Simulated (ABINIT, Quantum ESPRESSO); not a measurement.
An ABINIT input for a self-consistent single point of Au (Fm-3m, 1 atom in the cell) (DFT, PBE, plane waves, norm-conserving pseudopotentials (PseudoDojo nc-sr-05 PBE standard)):

```
# Au, PseudoDojo nc-sr-05 PBE standard
pp_dirpath "./"
pseudos "Au.upf"
acell 3*1.0
rprim
        -0.0000000000    3.8744450021    3.8744450021
         3.8744450021   -0.0000000000    3.8744450021
         3.8744450021    3.8744450021   -0.0000000000
natom 1
ntypat 1
znucl 79
typat 1
xcart
         0.0000000000    0.0000000000    0.0000000000
      Angstrom
ecut 38
occopt 3
tsmear 0.1 eV
nband 15
kptopt 1
ngkpt 18 18 18
nshiftk 1
shiftk 0 0 0
nstep 80
tolvrs 1.0e-10
prtwf 0
prtden 0
enunit 1
```

Translate this input to Quantum ESPRESSO.

One input that does it (others would too):

```fortran
&control
    calculation = 'scf'
    outdir = './work'
    pseudo_dir = './'
    tprnfor = .true.
    tstress = .true.
/
&system
    ibrav = 0
    celldm(1) = 5.4792926686
    nat = 1
    ntyp = 1
    ecutwfc = 40
    ecutrho = 320
    occupations = 'smearing'
    smearing = 'fd'
    degauss = 0.0073499
/
&electrons
    conv_thr = 1.0e-11
    mixing_beta = 0.7
/
ATOMIC_SPECIES
Au   196.9666  au_pbe_v1.uspp.F.UPF
ATOMIC_POSITIONS alat
Au    0.0000000000    0.0000000000    0.0000000000
K_POINTS automatic
18 18 18  0 0 0
CELL_PARAMETERS alat
   0.0000000000     0.7071067812     0.7071067812
   0.7071067812     0.0000000000     0.7071067812
   0.7071067812     0.7071067812     0.0000000000
```

Basis, cutoffs, solver keys and any potentials are the target program's own. This input uses DFT, PBE, plane waves, GBRV 1.5 ultrasoft (PBE) pseudopotentials. Both were run: pressure 6.20 GPa in ABINIT and 6.24 in Quantum ESPRESSO.

On Quantum ESPRESSO: the starting cell comes from a database of computed structures (which also holds hypothetical and non-ambient phases and stackings), without a prior relaxation at this level. Its lattice was rescaled by a random factor within 2.5 % of one. For this run, on top of that: lattice scaled by 0.98. With a pressure of about 6 GPa the cell is away from its equilibrium volume at this level.

On ABINIT: the starting cell comes from a database of computed structures (which also holds hypothetical and non-ambient phases and stackings), without a prior relaxation at this level. Its lattice was rescaled by a random factor within 2.5 % of one. For this run, on top of that: lattice scaled by 0.98. With a pressure of about 6 GPa the cell is away from its equilibrium volume at this level.
